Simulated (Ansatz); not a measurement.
CdF₂ (Fm-3m), PBEsol, rigid bands run with Ansatz (a first-principles code): N_v = 9.52e20 cm⁻³ at 300 K and a hole conductivity mass of 3.01 mₑ.

**Question.** For 1e16 holes per cm³ at 300 K, place the Fermi level, estimate the Seebeck coefficient of a parabolic band with constant τ, and give mobility and conductivity for τ = 50 fs.

**Answer.** The level lies k_BT ln(N_v/p) = 0.296 eV above the valence-band maximum. S ≈ +(k_B/e)[ln(N_v/p) + 5/2] = 1203 μV/K, against 1198 μV/K from the full bands (mean over directions). μ = eτ/m = 29.2 cm²/(V·s) and σ = peμ = 0.0468 S/cm. τ is assumed, not computed.

Band transport and this doping are assumed; polarons and phonon drag are left out. Spin-orbit coupling is left out; where it splits the top of the valence band, N_v and the p-type Seebeck coefficient come out somewhat high without it.

Formula and space group known from diffraction (Crystallography Open Database), not checked to be the room-temperature form: CdF2 (Fm-3m).
